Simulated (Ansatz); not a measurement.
Amorphous Hf$_{18}$O$_{35}$H, 54 atoms at 9.07 g/cm³, one PBE-relaxed geometry, zone centre. Methods: PBE, scalar-relativistic without spin-orbit coupling (Ansatz, a program for electronic structure); r2SCAN, scalar-relativistic without spin-orbit coupling (Ansatz); HSE06, scalar-relativistic without spin-orbit coupling (Ansatz). Plane waves to 420 eV (r2SCAN 500 eV); exact exchange is cut at the cell's faces. The usual formal charges leave 3 electrons over, so the level spacing at the Fermi energy parts defect or band states and needn't be the band gap. In the spin-polarised cell the level spacing at the Fermi energy can part levels of unlike spin.

Preparation: random packing, a CHGNet melt and quench, and a DFT relaxation. O atoms were pushed apart under 1.9 Å during the dynamics, to hinder bonds among them. The hot cell started wider than the set density and was brought back towards it in steps. It is the lowest in DFT energy of 2 quenches. It is a model cell: composition and starting density were chosen by hand, and all elements were melted together. No dispersion term was used. Its density started from a set value of 9.07 and ended at 9.07 g/cm³. The quench (nominally 630 K/ps over its main leg) was far faster than any real one, so the model tends to hold more defects than a real film. One small periodic cell is one sample of the glass; other quenches scatter about these values. The volume was held where the preparation left it and the shape relaxed, at a PBE pressure of 1.7 GPa. Stress components on the final sampling reach 1.8 GPa. On a 2×2×2 Γ-centred mesh force components of up to 0.22 eV/Å stay, since the relaxation ran on the zone centre alone.

The relaxation ran on the zone centre alone. At PBE the level spacing at the Fermi energy is 0.66 eV on a 2×2×2 Γ-centred mesh, and the spacing at the zone centre alone 0.77 eV.

**Question.** What zone-centre spacing does r2SCAN give, roughly?

**Answer.** 1.09 eV (+0.32 eV against PBE).

**Question.** What zone-centre spacing does HSE06 give, roughly?

**Answer.** 1.63 eV (+0.86 eV against PBE).

The highest filled and the lowest empty state spread over these numbers of atoms (participation numbers): PBE: 11.9 and 15.0; r2SCAN: 12.2 and 15.3; HSE06: 12.6 and 16.1.
